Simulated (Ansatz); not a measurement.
An Ansatz (a first-principles code) input (Kohn–Sham DFT with the LDA functional, run in Ansatz with PAW and 420 eV plane waves, no SOC):

Ansatz 0.2 input:
```yaml
crystal:
  lattice:
    - [2.9262694226, 0, 0]
    - [0, 2.9262694226, 0]
    - [1.4631347113, -1.4631347113, 2.0847818238]
  atoms:
    - { symbol: Mg, position: [0, 0, 0] }
    - { symbol: O, position: [0.5, 0.5, 0] }
basis: { ecutwfc: 420, ecutrho_ratio: 4, xc_grid: 2, fft_grid_basis: typed }
kpoints: { mp_grid: { grid: [14, 14, 14] } }
hamiltonian:
  xc: lda
  dispersion: none
  pseudopotentials: { kind: paw }
scf: { occupations: { method: fermi_dirac, width: 0.05 } }
relax: { f_tol: 0.005, max_steps: 50, cell: { stress_tol: 0.01, fix: [a, b, gamma] } }
output: { forces: true, stress: true }
checkpoint: { write: state.ck, write_every: 1000 }
```

Question: Which symmetry and how many k-points will the program report, and about how many plane waves at Γ?

Answer: Space group I4/mmm (ITA 139) with 16 operations, k-points 244 of 2744, and 339 plane waves at Γ.

Question: And the final pressure?

Answer: 1.26 GPa (compression positive).

The cells carry an imposed strain or load. Whether these cells are dynamically stable was not tested. The cell was made from MgO in the rock salt structure (space group Fm-3m, No. 225) by this change: biaxial strain −0.50 %, plane normal [001], relaxed out of plane.
